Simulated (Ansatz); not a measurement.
Results of r²SCAN (Ansatz, an electronic-structure program, plane waves, PAW) for Ca3SnH2 (Cmcm, No. 63, 12 atoms in the cell; start COD 4323536).

Settings: plane-wave cutoff 560 eV, 6×6×8 k mesh (along the axes of the cell as run), Fermi–Dirac smearing 0.01 eV, scalar-relativistic PAW data made under PBE.

Cell (relaxed at this level):

```cif
data_H4Ca6Sn2
_chemical_formula_sum 'Sn2 Ca6 H4'
_space_group_name_H-M_alt 'P 1'
_space_group_IT_number 1
_cell_length_a 7.20432
_cell_length_b 7.20432
_cell_length_c 5.23251
_cell_angle_alpha 90.000
_cell_angle_beta 90.000
_cell_angle_gamma 104.191
loop_
_space_group_symop_operation_xyz
  'x, y, z'
loop_
_atom_site_label
_atom_site_type_symbol
_atom_site_fract_x
_atom_site_fract_y
_atom_site_fract_z
_atom_site_occupancy
Sn1 Sn 0.69329 0.30671 0.75000 1
Sn2 Sn 0.30671 0.69329 0.25000 1
Ca1 Ca 0.40811 0.18616 0.25000 1
Ca2 Ca 0.59189 0.81384 0.75000 1
Ca3 Ca 0.18616 0.40811 0.75000 1
Ca4 Ca 0.81384 0.59189 0.25000 1
Ca5 Ca 0.10936 0.89064 0.75000 1
Ca6 Ca 0.89064 0.10936 0.25000 1
H1 H 0.15163 0.15163 0.50000 1
H2 H 0.84837 0.84837 0.50000 1
H3 H 0.84837 0.84837 0.00000 1
H4 H 0.15163 0.15163 0.00000 1
```

Question: What does this level give for the band gap?

Answer: 
- band gap = 0.39 eV

Spin–orbit coupling is not included.

The computed numbers hold no vibrational or temperature effects.
